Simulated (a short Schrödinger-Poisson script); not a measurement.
Stack: symmetric double-gate stack, SiO2 on p-type Si(100), at 300 K.

| layer | material | thickness (nm) | Na (cm⁻³) |
|---|---|---|---|
| 1 | SiO2 | 4 | - |
| 2 | Si | 6 | 1e17 |
| 3 | SiO2 | 4 | - |

The device is made up for the run: typed textbook-type constants, with dimensions and the other settings drawn at random. SiO2: permittivity 3.9, conduction-band edge (eV) 3.15, gap (eV) 9, electron mass (mₑ) 0.5. Si: permittivity 11.7, conduction-band edge (eV) 0, gap (eV) 1.124, Nv at 300 K (cm⁻³) 3.1e19.

Channel valleys (confinement mass, in-plane density-of-states mass, number): Δ2 0.916, 0.19, 2; Δ4 0.19, 0.417, 4. At the gates, both at one voltage, the conduction-band edge of layer 1 lies 3.34 eV − eVg above the Fermi level of the channel. Gaps are held at their typed values at every temperature. Mesh 0.03 nm at interfaces.

From a short Schrödinger-Poisson script (our own, NumPy): 1D Poisson equation in equilibrium, electrons quantum, Hartree (BenDaniel-Duke, 12 states a valley, the channel's in-plane mass for all, wave functions ending at the dielectric), parabolic valleys, classical holes, full ionisation, no traps, pinning or gate leakage.

The same stack at other levels of the model or other numerical settings:

```
run                                          sheet density of all electrons at Vg = 2.4 V (cm⁻²)  sheet density of all electrons at Vg = 0.6 V (cm⁻²)  capacitance of both gates at Vg = 2.4 V (μF/cm²)  rough cost against the base
-------------------------------------------  ---------------------------------------------------  ---------------------------------------------------  ------------------------------------------------  ---------------------------
base                                                                                     2.11e13                                              3.91e12                                              1.57                      about 1
electrons treated as classical, Boltzmann                                                    [?]                                              4.45e12                                              1.68                         0.04
electrons treated as classical, Fermi-Dirac                                                  [?]                                              4.42e12                                               [?]                          0.1
mesh six times as coarse                                                                 2.11e13                                              3.91e12                                              1.57                          0.3
```

**Question.** Fill in the missing entries.

**Answer.** 
- electrons treated as classical, Fermi-Dirac, sheet density of all electrons at Vg = 2.4 V (cm⁻²): 2.26e13
- electrons treated as classical, Boltzmann, sheet density of all electrons at Vg = 2.4 V (cm⁻²): 2.30e13
- electrons treated as classical, Fermi-Dirac, capacitance of both gates at Vg = 2.4 V (μF/cm²): 1.64

The classical rows ignore confinement, and Boltzmann statistics overrate the density once the band edge passes the Fermi level.
